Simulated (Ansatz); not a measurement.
Worked example: self-consistent single point of BaTiO₃ (P4mm, 5 atoms in the cell) in Ansatz (an electronic-structure program)

Method of the run: PBE (plane waves, PAW; Ansatz).

This input was run:

Ansatz 0.2 input:
```yaml
crystal:
  lattice:
    - [3.970050, 0.000000, 0.000000]
    - [0.000000, 3.970050, 0.000000]
    - [0.000000, 0.000000, 4.019800]
  atoms:
    - { symbol: Ba, position: [0.000000, 0.000000, 0.000000] }
    - { symbol: Ti, position: [0.500000, 0.500000, 0.513000] }
    - { symbol: O, position: [0.500000, 0.500000, 0.977000] }
    - { symbol: O, position: [0.000000, 0.500000, 0.487000] }
    - { symbol: O, position: [0.500000, 0.000000, 0.487000] }
basis:
  ecutwfc: 30.9 Ry
kpoints:
  mp_grid: { grid: [6, 6, 6] }
hamiltonian:
  xc: pbe
  pseudopotentials: { kind: paw }
scf:
  occupations: { method: fermi_dirac, width: 0.0015 Ry }
output:
  forces: true
  eigenvalues: true
  stress: true
```

Log, with long lists cut:

```
WARN ansatz: RAYON_NUM_THREADS=1 ignored (pool sized by the plan → 1); use --threads N
Pseudopotentials: kind: paw
Pseudopotential: Ba, paw, valence charge 10
Pseudopotential: Ti, paw, valence charge 12
Pseudopotential: O, paw, valence charge 6
Crystal: 5 atoms, lattice volume = 63.357 Å³
Basis set: ecut = 420.4159175005146 eV, 1237 PW (Γ), exchange–correlation on 54×54×54 points (8 copies of the dense FFT grid, shifted against one another)
Bands: 25, of which v1, the nominal top of the filled ones, is band 20 counted from 1 (19 counted from 0)
Symmetry: 8 space group operations
Space group: P4mm (ITA 99), of the structure as read, at distance tolerance 4.0e-5 Å
k-points: 40 of 216 (time reversal used)
Initial density: superposition of atomic densities (neutral atoms: chi_scale 0, normalization atom), corrected by the library's trained network
Initial wavefunctions: pseudopotential atomic-orbital guess
Eigensolver: davidson
Functional: x = pbe(κ = 0.804, μ = 0.2195149727645171), c = pbe(β = 0.06672455060314922)
SCF iter   1: F=—  HF=-10159.561362 eV  |F-HF|=—  |Δ(HF+E_count)|=         —  Δρ=1.59e-3  dr2=8.92e-4  ethr=1.77e-3  ⟨swp⟩=6.3  Hψ=5049  notcnv=0
all-band conjugate gradients solve this SCF's bands
preconditioner: auto → Resta (q_TF=auto, 2.527 Å⁻¹)
SCF iter   2: F=—  HF=-10159.561667 eV  |F-HF|=—  |Δ(HF+E_count)|=   3.05e-4  Δρ=7.85e-4  dr2=2.37e-4  ethr=2.23e-6  ⟨swp⟩=2.1  Hψ=2116  notcnv=0  defer=11
SCF iter   3: F=—  HF=-10159.561812 eV  |F-HF|=—  |Δ(HF+E_count)|=   1.44e-4  Δρ=1.09e-4  dr2=1.33e-5  ethr=5.94e-7  ⟨swp⟩=2.8  Hψ=1498  notcnv=0  defer=11
SCF iter   4: F=—  HF=-10159.561132 eV  |F-HF|=—  |Δ(HF+E_count)|=   6.80e-4  Δρ=5.80e-5  dr2=2.72e-6  ethr=3.34e-8  ⟨swp⟩=2.0  Hψ=1736  notcnv=0  defer=11
SCF iter   5: F=—  HF=-10159.561132 eV  |F-HF|=—  |Δ(HF+E_count)|=   1.91e-7  Δρ=2.07e-5  dr2=1.41e-7  ethr=6.79e-9  ⟨swp⟩=2.8  Hψ=1779  notcnv=0  defer=11
SCF iter   6: F=-10159.561132 eV  HF=-10159.561132 eV  |F-HF|=6.51e-10  |Δ(HF+E_count)|=   5.47e-8  Δρ=4.58e-6  dr2=8.12e-9  ethr=2.50e-10  ⟨swp⟩=7.8  Hψ=4515  notcnv=0
SCF 1 converged in 6 iterations: F = -10159.561132 eV  dr2 = 8.12e-9
SCF converged after 6 iterations
Free energy (F): -10159.561132 eV
Harris-Foulkes:  -10159.561132 eV  (|F-HF|=6.51e-10)
Internal energy: -10159.561132 eV  (E = F + TS)
E sigma→0 (E₀):  -10159.561132 eV
Fermi energy:    11.483463 eV
--- Per-component energies (eV) ---
  E_band       = -132.642947
  E_kinetic    = 972.227588
  E_local      = -2089.031883  (includes V_loc(G=0)·N_el)
  E_nonlocal   = 203.751777
  E_hartree    = 818.365151
  E_xc         = -492.065280
  E_vxc        = -546.953514  (∫ρ·V_xc dr)
  E_paw        = -6744.874119  (= ΣΔE_a)
  E_vpaw       = -309.375689  (= ΣTr[D̂ρ^β])
  E_aug_tail   = 0.007463  (compensation charges beyond the density's cutoff)
  E_ewald      = -2827.941828
  E_smearing   = -0.000000  (= −TS)
  E_closure    = 0.000000  (closes the sum)
  Σ components = -10159.561132   (vs F -10159.561132, Δ=0.00e0)
--- Forces (eV/Å), atoms counted from 1 ---
  atom   1  Ba     0.00000000    -0.00000000     0.00053806
  atom   2  Ti     0.00000000    -0.00000000     0.09633361
  atom   3  O     -0.00000000    -0.00000000     0.01830735
  atom   4  O     -0.00000000     0.00000000    -0.05758567
  atom   5  O     -0.00000000     0.00000000    -0.05758567
  max |Σ_I F_I| component: 7.68e-6 eV/Å
--- Stress (GPa, compression-positive) ---
        5.409600       0.000000       0.000000
        0.000000       5.409600       0.000000
        0.000000       0.000000       5.672388
  P = ⅓ Tr σ = 5.4972 GPa (54.972 kbar)
  The stress holds the Pulay correction. Without it, at fixed plane waves, as pw.x and ABINIT print it: P = 4.9544 GPa
--- Band table (eV; the first three rows and the last of 40) ---
  k-point 0: bands = ["-45.8957", "-22.1750", "-22.1283", "-22.1283", "-14.1443", "-6.3888", "-5.7571", "-5.6987", "0.6456", "0.6678", "0.6678", "8.2107", "8.2451", "8.2451", "9.2113", "9.2113", "9.3300", "10.2118", "10.2531", "10.2531", "12.4149", [...]
  k-point 1: bands = ["-45.8955", "-22.1878", "-22.1278", "-22.1278", "-14.1142", "-6.4102", "-5.7360", "-5.6909", "0.7074", "0.7074", "0.7655", "7.7605", "8.1590", "8.1590", "8.9658", "8.9658", "9.1192", "9.6734", "10.1462", "10.1462", "12.4458", [...]
  k-point 2: bands = ["-45.8951", "-22.2130", "-22.1267", "-22.1267", "-14.0527", "-6.5407", "-5.6751", "-5.5865", "0.7897", "0.7897", "1.0023", "6.9037", "7.9085", "7.9085", "8.6683", "8.6683", "8.7529", "8.9052", "9.9503", "9.9503", "12.5096", [...]
  k-point 39: bands = ["-45.8929", "-22.2187", "-22.1798", "-22.1798", "-13.8606", "-5.5546", "-5.4411", "-5.4411", "-0.1087", "-0.1087", "-0.0447", "6.0440", "6.6776", "6.6830", "8.1237", "8.1401", "8.1401", "10.4009", "10.4009", "10.5403", [...]
```

The run converged in 6 iterations.

The starting cell has typed, rounded lattice constants, without a prior relaxation at this level. Its lattice was rescaled by up to half a per cent. With a pressure of about 5 GPa the cell is away from its equilibrium volume at this level. Ansatz's pressure includes its estimate of the finite-basis (Pulay) stress. Without the estimate this run gives 4.95 GPa.
